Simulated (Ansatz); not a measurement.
**A computed series for NbAs: pressure series**

Take NbAs (space group I4_1md, No. 109) as the base.

```yaml
crystal:
  lattice:
    - [-1.73679, 1.73679, 5.87436]
    - [1.73679, -1.73679, 5.87436]
    - [1.73679, 1.73679, -5.87436]
  atoms:
    - { symbol: Nb, position: [0.99889, 0.99889, 0.00000] }
    - { symbol: Nb, position: [0.74889, 0.24889, 0.50000] }
    - { symbol: As, position: [0.41711, 0.41711, 0.00000] }
    - { symbol: As, position: [0.16711, 0.66711, 0.50000] }
```

Cell and atoms are relaxed at each pressure.

Calculations: PBE (Ansatz, a program for electronic structure; PAW; 420 eV plane waves; spin-orbit coupling left out).

Candidates:
(a) pressure −2 GPa
(b) pressure 60 GPa
(c) pressure 9 GPa

For the base:

```
Property   Result
---------  ------
c/a ratio   3.382
```

Problem. Order them by c/a ratio, highest first.

Solution. (a) pressure −2 GPa (3.391), (c) pressure 9 GPa (3.349), (b) pressure 60 GPa (3.208)

Load acts through the strain it causes; cell and atoms are relaxed under it. Stability against distortions was not tested. No other phases were tried under pressure. All final runs are without spin polarisation.
